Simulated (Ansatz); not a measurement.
Band structure of SnSe2 (P-3m1, 3 atoms in the cell).

```
SnSe2
1.0
    3.76391     0.00000     0.00000
   -1.88196     3.25964     0.00000
    0.00000     0.00000     6.35422
Sn Se
1 2
Cartesian
  0.00000   0.00000   0.00000
  1.88196   1.08655   4.81078
  0.00000   2.17310   1.54344
```

Method: PBE, PAW files (plane waves; Ansatz, a first-principles code).

Settings: basis.ecutwfc = 420 eV; kpoints.mp_grid.grid = 8 8 4; hamiltonian.xc = pbe; hamiltonian.pseudopotentials = {kind: paw} (the program's default PAW files); scf.occupations.method = fixed; kpoints.band_path.npoints = 8.

The starting cell comes from a database of computed structures (which also holds hypothetical and non-ambient phases and stackings), without a prior relaxation at this level. Its lattice was rescaled by a random factor within 2.5 % of one.

Question: Predict the gap along the standard path and the places of the band edges.

Answer: The gap along the path is 0.85 eV, from a point between Γ and M to L; the smallest direct gap on it is 1.39 eV.

Levels in eV from the top of the valence band on the path, bands 20 to 27:
```tsv
point	20	21	22	23	24	25	26	27
Γ	-0.55	-0.24	-0.20	-0.20	1.36	3.17	4.80	4.80
M	-2.84	-2.54	-1.10	-0.26	1.18	3.92	5.53	5.69
K	-3.77	-3.42	-1.40	-1.40	1.60	6.51	6.51	7.39
A	-0.61	-0.61	-0.09	-0.09	2.61	3.14	4.61	4.61
L	-2.42	-2.11	-0.77	-0.54	0.85	4.31	4.86	5.72
H	-4.14	-3.68	-0.49	-0.49	2.51	4.79	4.79	6.37
```

Keys are those of Ansatz 0.2.
